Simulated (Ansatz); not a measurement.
Given:

```yaml
crystal:
  lattice:
    - [5.63327, 0.00000, 0.00000]
    - [0.00000, 5.63327, 0.00000]
    - [0.00000, 0.00000, 5.63327]
  atoms:
    - { symbol: P, position: [0.73477, 0.26523, 0.73477] }
    - { symbol: P, position: [0.26523, 0.26523, 0.26523] }
    - { symbol: P, position: [0.73477, 0.73477, 0.26523] }
    - { symbol: P, position: [0.26523, 0.73477, 0.73477] }
    - { symbol: Al, position: [0.50000, 0.00000, 0.50000] }
    - { symbol: Lu, position: [0.00000, 0.00000, 0.00000] }
    - { symbol: Al, position: [0.50000, 0.50000, 0.00000] }
    - { symbol: Al, position: [0.00000, 0.50000, 0.50000] }
```

No spin polarisation.

Level of theory: Ansatz (a first-principles code), PBEsol, PAW, cutoff 420 eV, no SOC. Settings: 6×6×6 k-points, 0.05 eV Fermi–Dirac smearing.

Predict the band gap, gap character and electron mass.

The band gap is 1.70 eV. The gap character (in this cell's own zone, which can be folded) is indirect, X–M (50 % along) → Γ–X (25 % along) and the electron mass is 0.57 mₑ along k, 0.31 mₑ across (off the special points).

Each cell is one ordered arrangement of few atoms, which overstates ordering effects compared with a random alloy. Masses are band curvatures over ±0.01 Å⁻¹ around the edge. Along k means along the line from Γ to the band edge. Stability against distortions was not tested. The cell was made from AlP by this change: x(Lu) = 0.25, 8 atoms, P-43m.
